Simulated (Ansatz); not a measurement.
**Ansatz (a first-principles code) run on YSn3 (P4mm, 4 atoms in the cell): self-consistent single point**

Computed with LDA (PW92), default PAW files made with PBE (plane waves; Ansatz).

This input was run:

Ansatz 0.2 input:
```yaml
# YSn3
crystal:
  lattice:
    - [4.71443100, 0.00000000, 0.00000000]
    - [0.00000000, 4.71443100, 0.00000000]
    - [0.00000000, 0.00000000, 4.71443100]
  atoms:
    - { symbol: Y, position: [0.00000000, 0.00000000, 0.01060600] }
    - { symbol: Sn, position: [0.50000000, 0.50000000, 0.00000000] }
    - { symbol: Sn, position: [0.00000000, 0.50000000, 0.50000000] }
    - { symbol: Sn, position: [0.50000000, 0.00000000, 0.50000000] }
basis:
  ecutwfc: 30.9 Ry
kpoints:
  mp_grid: { grid: [5, 5, 5] }
hamiltonian:
  xc: lda
  pseudopotentials: { kind: paw }
scf:
  occupations: { method: fermi_dirac, width: 0.0073 Ry }
output:
  forces: true
  eigenvalues: true
  stress: true
```

Log, with long lists cut:

```
WARN ansatz: RAYON_NUM_THREADS=1 ignored (pool sized by the plan → 1); use --threads N
Pseudopotentials: kind: paw
Pseudopotential: Y, paw, valence charge 11
Pseudopotential: Sn, paw, valence charge 14
Crystal: 4 atoms, lattice volume = 104.782 Å³
Basis set: ecut = 420.4159175005146 eV, 2103 PW (Γ)
Bands: 32, of which v1, the nominal top of the filled ones, is band 27 counted from 1 (26 counted from 0)
Symmetry: 8 space group operations
Space group: P4mm (ITA 99), of the structure as read, at distance tolerance 4.7e-5 Å
k-points: 18 of 125 (time reversal used)
PAW frozen core: Y, regenerated for the run's functional, and the local potential with it
PAW frozen core: Sn, regenerated for the run's functional, and the local potential with it
Initial density: superposition of atomic densities (neutral atoms: chi_scale 0, normalization atom), corrected by the library's trained network
Initial wavefunctions: pseudopotential atomic-orbital guess
Eigensolver: davidson
Functional: x = slater, c = lda
SCF iter   1: F=—  HF=-21386.121989 eV  |F-HF|=—  |Δ(HF+E_count)|=         —  Δρ=7.68e-3  dr2=4.00e-2  ethr=1.77e-3  ⟨swp⟩=5.9  Hψ=2334  notcnv=0
all-band conjugate gradients solve this SCF's bands
preconditioner: auto → Resta (q_TF=auto, 2.435 Å⁻¹)
SCF iter   2: F=—  HF=-21386.111317 eV  |F-HF|=—  |Δ(HF+E_count)|=   1.07e-2  Δρ=3.40e-3  dr2=6.84e-3  ethr=7.55e-5  ⟨swp⟩=2.2  Hψ=1116  notcnv=0
SCF iter   3: F=—  HF=-21386.109312 eV  |F-HF|=—  |Δ(HF+E_count)|=   2.00e-3  Δρ=5.81e-4  dr2=3.41e-4  ethr=1.29e-5  ⟨swp⟩=2.9  Hψ=1056  notcnv=0
SCF iter   4: F=—  HF=-21386.109225 eV  |F-HF|=—  |Δ(HF+E_count)|=   8.73e-5  Δρ=6.65e-5  dr2=6.94e-6  ethr=6.43e-7  ⟨swp⟩=2.0  Hψ=699  notcnv=0
SCF iter   5: F=—  HF=-21386.109222 eV  |F-HF|=—  |Δ(HF+E_count)|=   2.97e-6  Δρ=2.88e-5  dr2=1.11e-6  ethr=1.31e-8  ⟨swp⟩=2.0  Hψ=1009  notcnv=0
SCF iter   6: F=-21386.109221 eV  HF=-21386.109221 eV  |F-HF|=5.02e-10  |Δ(HF+E_count)|=   3.70e-7  Δρ=5.15e-6  dr2=3.16e-8  ethr=1.89e-10  ⟨swp⟩=4.9  Hψ=2976  notcnv=0
SCF 1 converged in 6 iterations: F = -21386.109221 eV  dr2 = 3.16e-8
SCF converged after 6 iterations
Free energy (F): -21386.109221 eV
Harris-Foulkes:  -21386.109221 eV  (|F-HF|=5.02e-10)
Internal energy: -21386.040326 eV  (E = F + TS)
E sigma→0 (E₀):  -21386.074774 eV
Entropy (-TS):   -0.068896 eV (-17.224 meV/atom)
Fermi energy:    11.341497 eV
--- Per-component energies (eV) ---
  E_band       = -319.907730
  E_kinetic    = 869.922171
  E_local      = -2994.754421  (includes V_loc(G=0)·N_el)
  E_nonlocal   = -30.765088
  E_hartree    = 1725.878267
  E_xc         = -1310.652195
  E_vxc        = -496.688970  (∫ρ·V_xc dr)
  E_paw        = -14707.245310  (= ΣΔE_a)
  E_vpaw       = -1119.379796  (= ΣTr[D̂ρ^β])
  E_aug_tail   = 0.000000  (compensation charges beyond the density's cutoff)
  E_ewald      = -4940.028031
  E_core_change = 1.604281  (= ΣΔE_core)
  E_smearing   = -0.068896  (= −TS)
  E_closure    = 0.000000  (closes the sum)
  Σ components = -21386.109221   (vs F -21386.109221, Δ=0.00e0)
--- Forces (eV/Å), atoms counted from 1 ---
  atom   1  Y      0.00000000     0.00000000    -0.17430751
  atom   2  Sn    -0.00000000     0.00000000    -0.02738998
  atom   3  Sn     0.00000000     0.00000000     0.10084911
  atom   4  Sn     0.00000000     0.00000000     0.10084911
  max |Σ_I F_I| component: 7.29e-7 eV/Å
--- Stress (GPa, compression-positive) ---
       -4.053706       0.000000       0.000000
        0.000000      -4.053706       0.000000
        0.000000       0.000000      -4.045733
  P = ⅓ Tr σ = -4.0510 GPa (-40.510 kbar)
  The stress holds the Pulay correction. Without it, at fixed plane waves, as pw.x and ABINIT print it: P = -4.0731 GPa
--- Band table (eV; the first three rows and the last of 18) ---
  k-point 0: bands = ["-31.6787", "-11.7181", "-11.7180", "-11.7180", "-9.9432", "-9.9432", "-9.9432", "-9.9422", "-9.8164", "-9.8164", "-9.7786", "-9.7784", "-9.7746", "-9.7746", "-9.7743", "-9.6824", "-9.6824", "-9.6823", "-9.6632", "0.7481", [...]
  k-point 1: bands = ["-31.6785", "-11.7315", "-11.7225", "-11.7225", "-9.9402", "-9.9250", "-9.9188", "-9.9188", "-9.8135", "-9.8035", "-9.7891", "-9.7779", "-9.7773", "-9.7688", "-9.7688", "-9.7074", "-9.7074", "-9.6823", "-9.6748", "1.0316", [...]
  k-point 2: bands = ["-31.6782", "-11.7528", "-11.7297", "-11.7297", "-9.9352", "-9.8863", "-9.8551", "-9.8551", "-9.8209", "-9.8054", "-9.7823", "-9.7814", "-9.7775", "-9.7775", "-9.7696", "-9.7543", "-9.7543", "-9.7019", "-9.6823", "1.8119", [...]
  k-point 17: bands = ["-31.6773", "-11.7417", "-11.7363", "-11.7362", "-9.8925", "-9.8771", "-9.8770", "-9.8503", "-9.8502", "-9.8355", "-9.8349", "-9.8018", "-9.7870", "-9.7870", "-9.7526", "-9.7522", "-9.6947", "-9.6946", "-9.6793", "3.5865", [...]
```

The run converged in 6 iterations.

The starting cell comes from a database of computed structures (which also holds hypothetical and non-ambient phases and stackings), without a prior relaxation at this level. Its lattice was rescaled by up to half a per cent. One atom was moved a little off its site on purpose. With a pressure of about -4 GPa the cell is away from its equilibrium volume at this level. Ansatz's pressure includes its estimate of the finite-basis (Pulay) stress.
